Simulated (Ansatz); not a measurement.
Consider Si in the diamond structure (space group Fd-3m, No. 227).

```
CELL_PARAMETERS angstrom
      0.00000     2.71688     2.71688
      2.71688     0.00000     2.71688
      2.71688     2.71688     0.00000
ATOMIC_POSITIONS crystal
  Si 0.00000 0.00000 0.00000
  Si 0.25000 0.25000 0.25000
```

The values are results of PBEsol (Ansatz, a first-principles code, PAW, without spin-orbit coupling), not measurements.

For the base:

```
Property                                  Value
-------------------  --------------------------
Hole mass            0.17, 0.26, 0.26 mₑ (at Γ)
Band gap                                0.47 eV
Smallest direct gap                     2.52 eV
Pressure                              -0.1 kbar
```

It is then changed as follows: an isotropic linear strain of +1.00 %; the atoms relax in the strained cell.

Question: What happens to the hole mass, band gap, smallest direct gap and pressure?

Answer: The hole mass (degenerate bands, along [100]) goes from 0.17, 0.26, 0.26 mₑ (at Γ) to 0.16, 0.27, 0.27 mₑ (at Γ); the band gap increases by 0.05 eV to 0.52 eV; the smallest direct gap falls by 0.01 eV, from 2.52 eV to 2.51 eV; the pressure decreases by 26.25 kbar, from -0.1 kbar to -26.3 kbar.

Masses are band curvatures over ±0.01 Å⁻¹ around the edge. No phonon test of stability was made.
